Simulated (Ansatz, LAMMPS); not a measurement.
# Σ33 (554) [1-10] symmetric tilt, annealed from start 1, in Ge (diamond structure)

Cell 33.09 × 16.29 × 26.60 Å, Ge592, 592 atoms. Prepared with Tersoff's 1989 multicomponent potential (SiCGe.tersoff) (LAMMPS): 40 ps at 1300 K, cooling over 40 ps and minimisation with the cell free along the normal, at the potential's lattice parameter; then scaled to the PBE one. 

All values below come from PBE, support functions at accuracy medium on the grid of 370 eV (norm-conserving potentials; Ansatz, a first-principles code).

Basis: localised support functions (accuracy medium) on a full density matrix. k-points: zone centre alone; occupations: Fermi-Dirac, 0.020 eV; spin polarisation not allowed. Spin-orbit coupling is left out.

| Property | Result |
|---|---|
| energy over the perfect crystal(s), per atom | 55 meV/atom |
| boundary energy (mean of two; the reference samples k-space alike but not identically) | 0.48 J/m² |
| electronic character of the cell | no gap resolved at this smearing |
| coordination (neighbours within 2.984 Å) | 0.2 % 3-fold, 98.3 % 4-fold, 1.5 % 5-fold |
| Ge-Ge bonds, mean ± spread | 2.514 ± 0.055 Å |
| bond angles, mean ± spread | 109.1° ± 7.4° |
| pressure | -0.24 GPa |
| cost of the final run | very roughly 25 core-minutes, 14 SCF iterations, 13 GiB |
